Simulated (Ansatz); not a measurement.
**NbAgO3 (Pm-3m): band-edge transport data**

Here is the system:

```xyz
5
Lattice="3.9499 0.0000 0.0000 0.0000 3.9499 0.0000 0.0000 0.0000 3.9499" Properties=species:S:1:pos:R:3 pbc="T T T"
Nb     0.0000     0.0000     0.0000
Ag     1.9749     1.9749     1.9749
O      1.9749     0.0000     0.0000
O      0.0000     1.9749     0.0000
O      0.0000     0.0000     1.9749
```

All values below come from PBEsol, rigid bands (plane waves, PAW, scalar-relativistic; Ansatz, an electronic-structure program). Cell: cell and atoms relaxed with PBEsol.

| Item | Result |
|---|---|
| band gap | 1.40 eV |
| electron conductivity mass (300 K, dilute) | 0.40 mₑ |
| effective density of states N_c (300 K) | 4.8e19 cm⁻³ |
| density-of-states mass, electrons | 1.55 mₑ |
| Seebeck coefficient, n-type 1e19 cm⁻³, 300 K | -356 μV/K |
| best n-type power factor at 300 K for τ = 10 fs (best axis; densities from 1e16 to 1e21 cm⁻³ tried, whether or not they can be reached) | 22 μW/(cm·K²) at 3e20 cm⁻³ |

Rigid bands; masses and Seebeck coefficients take one relaxation time τ for all states and one kind of carrier; polarons and phonon drag are left out. Spin-orbit coupling is left out.

Computed structure, not matched to a measured one here, so possibly hypothetical: NbAgO3 (Pm-3m).
